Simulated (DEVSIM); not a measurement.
Device: TaN/HfO2/SiO2/p-Si capacitor, at 400 K.

```tsv
layer (left to right)	material	thickness (nm)	Na (cm⁻³)
1	HfO2	5.50	-
2	SiO2	0.510	-
3	Si	340	5.6e17
```

Metal gate on the left, work function 4.4 eV. Fixed charge at the semiconductor interface 0 cm⁻² (in units of +e); no interface traps.

Constants are typed, rounded textbook-type inputs, not results; the design itself was drawn at random and stands for no fabricated device. Values at 300 K; Nc and Nv go as T^1.5, mobilities as T to minus their exponent, the gap by Varshni's rule with the affinity fixed.

```
parameter         HfO2  SiO2        Si
----------------  ----  ----  --------
gap (eV)           5.7     9     1.124
affinity (eV)      2.5   0.9      4.05
permittivity        22   3.9      11.7
Nc (cm⁻³)            -     -   2.86e19
Nv (cm⁻³)            -     -    3.1e19
Varshni α (eV/K)     -     -  0.000473
Varshni β (K)        -     -       636
```

Simulated with DEVSIM: 1D Poisson equation in equilibrium, Boltzmann statistics, complete ionisation; no quantum confinement or tunnelling. Metal contacts follow the ideal Schottky-Mott rule: no Fermi-level pinning, no interface dipoles.

Q: Tabulate band edges, carrier densities and field at 0.1 V on the gate.

A: Energies count from the Fermi level of the right contact; mesh points crowd at the junctions.

```json
[
 {"x (μm)": "0.000", "Ec (eV)": "1.800", "Ev (eV)": "-3.900", "n (cm⁻³)": "< 1e2", "p (cm⁻³)": "< 1e2", "field (V/cm)": "160000"},
 {"x (μm)": "0.0008522", "Ec (eV)": "1.814", "Ev (eV)": "-3.886", "n (cm⁻³)": "< 1e2", "p (cm⁻³)": "< 1e2", "field (V/cm)": "160000"},
 {"x (μm)": "0.002057", "Ec (eV)": "1.833", "Ev (eV)": "-3.867", "n (cm⁻³)": "< 1e2", "p (cm⁻³)": "< 1e2", "field (V/cm)": "160000"},
 {"x (μm)": "0.003515", "Ec (eV)": "1.856", "Ev (eV)": "-3.844", "n (cm⁻³)": "< 1e2", "p (cm⁻³)": "< 1e2", "field (V/cm)": "160000"},
 {"x (μm)": "0.005011", "Ec (eV)": "1.880", "Ev (eV)": "-3.820", "n (cm⁻³)": "< 1e2", "p (cm⁻³)": "< 1e2", "field (V/cm)": "160000"},
 {"x (μm)": "0.005675", "Ec (eV)": "3.504", "Ev (eV)": "-5.496", "n (cm⁻³)": "< 1e2", "p (cm⁻³)": "< 1e2", "field (V/cm)": "900000"},
 {"x (μm)": "0.005958", "Ec (eV)": "3.530", "Ev (eV)": "-5.470", "n (cm⁻³)": "< 1e2", "p (cm⁻³)": "< 1e2", "field (V/cm)": "900000"},
 {"x (μm)": "0.007292", "Ec (eV)": "0.422", "Ev (eV)": "-0.674", "n (cm⁻³)": "2.1e14", "p (cm⁻³)": "1.5e11", "field (V/cm)": "290000"},
 {"x (μm)": "0.009333", "Ec (eV)": "0.479", "Ev (eV)": "-0.617", "n (cm⁻³)": "4.0e13", "p (cm⁻³)": "8.0e11", "field (V/cm)": "270000"},
 {"x (μm)": "0.01307", "Ec (eV)": "0.575", "Ev (eV)": "-0.521", "n (cm⁻³)": "2.5e12", "p (cm⁻³)": "1.3e13", "field (V/cm)": "240000"},
 {"x (μm)": "0.01993", "Ec (eV)": "0.720", "Ev (eV)": "-0.377", "n (cm⁻³)": "3.7e10", "p (cm⁻³)": "8.6e14", "field (V/cm)": "180000"},
 {"x (μm)": "0.03870", "Ec (eV)": "0.915", "Ev (eV)": "-0.181", "n (cm⁻³)": "1.3e8", "p (cm⁻³)": "2.5e17", "field (V/cm)": "39000"},
 {"x (μm)": "0.06690", "Ec (eV)": "0.943", "Ev (eV)": "-0.154", "n (cm⁻³)": "5.8e7", "p (cm⁻³)": "5.5e17", "field (V/cm)": "590"},
 {"x (μm)": "0.1186", "Ec (eV)": "0.943", "Ev (eV)": "-0.153", "n (cm⁻³)": "5.8e7", "p (cm⁻³)": "5.6e17", "field (V/cm)": "≈ 0"},
 {"x (μm)": "0.2290", "Ec (eV)": "0.943", "Ev (eV)": "-0.153", "n (cm⁻³)": "5.8e7", "p (cm⁻³)": "5.6e17", "field (V/cm)": "≈ 0"},
 {"x (μm)": "0.2827", "Ec (eV)": "0.943", "Ev (eV)": "-0.153", "n (cm⁻³)": "5.8e7", "p (cm⁻³)": "5.6e17", "field (V/cm)": "≈ 0"},
 {"x (μm)": "0.3120", "Ec (eV)": "0.943", "Ev (eV)": "-0.153", "n (cm⁻³)": "5.8e7", "p (cm⁻³)": "5.6e17", "field (V/cm)": "≈ 0"},
 {"x (μm)": "0.3280", "Ec (eV)": "0.943", "Ev (eV)": "-0.153", "n (cm⁻³)": "5.8e7", "p (cm⁻³)": "5.6e17", "field (V/cm)": "≈ 0"},
 {"x (μm)": "0.3386", "Ec (eV)": "0.943", "Ev (eV)": "-0.153", "n (cm⁻³)": "5.8e7", "p (cm⁻³)": "5.6e17", "field (V/cm)": "≈ 0"},
 {"x (μm)": "0.3425", "Ec (eV)": "0.943", "Ev (eV)": "-0.153", "n (cm⁻³)": "5.8e7", "p (cm⁻³)": "5.6e17", "field (V/cm)": "≈ 0"},
 {"x (μm)": "0.3446", "Ec (eV)": "0.943", "Ev (eV)": "-0.153", "n (cm⁻³)": "5.8e7", "p (cm⁻³)": "5.6e17", "field (V/cm)": "≈ 0"},
 {"x (μm)": "0.3460", "Ec (eV)": "0.943", "Ev (eV)": "-0.153", "n (cm⁻³)": "5.8e7", "p (cm⁻³)": "5.6e17", "field (V/cm)": "≈ 0"}
]
```
